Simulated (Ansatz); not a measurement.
## Competing hops of Be vacancy in hcp Be, neutral cell

Consider Be vacancy in hcp Be, neutral cell. Computed with PBE, PAW (plane waves to 420 eV; Ansatz, an electronic-structure program).

Cell of 36 host sites held at the relaxed PBE lattice; a 5×5×4 k-point mesh shifted by half a step along c; Fermi-Dirac width 0.10 eV, spin-restricted; finite-size errors left in. No zero-point or tunnelling terms. Forms of the defect that were not tried may lie lower.

Barriers: single points on a 7×7×7 k-point mesh shifted by half a step along c at the bands' geometries.

```
Route                                       Start site over the lowest site run (eV)  Hop (Å)  Forward barrier (eV)  Backward barrier (eV)                                                         Neighbours at the start                              Neighbours at the saddle  Saddle order  Forward, on the band's own sampling (eV)
------------------------------------------  ----------------------------------------  -------  --------------------  ---------------------  ------------------------------------------------------------------------------  ----------------------------------------------------  ------------  ----------------------------------------
a nearby Be atom hops onto the vacant site                                      0.00     2.26                  0.74                   0.74  2 Be at 2.19, 4 Be at 2.21, Be at 2.24, Be at 2.25, 2 Be at 2.27, Be at 2.28 Å  Be at 1.94, 2 Be at 2.06, Be at 2.16, 4 Be at 2.31 Å   first order                                      0.73
a nearby Be atom hops onto the vacant site                                      0.00     2.16                  0.86                   0.86            2 Be at 2.20, Be at 2.21, 4 Be at 2.23, 2 Be at 2.24, 2 Be at 2.28 Å                          4 Be at 2.05, 4 Be at 2.43 Å   first order                                      0.86
```

Paths come from CI-NEB runs. Of the routes that converged and passed our checks, the lowest saddle point lies 0.74 eV above the lowest of the sites run (a nearby Be atom hops onto the vacant site); other sites, such as split forms, and other routes may lie lower.
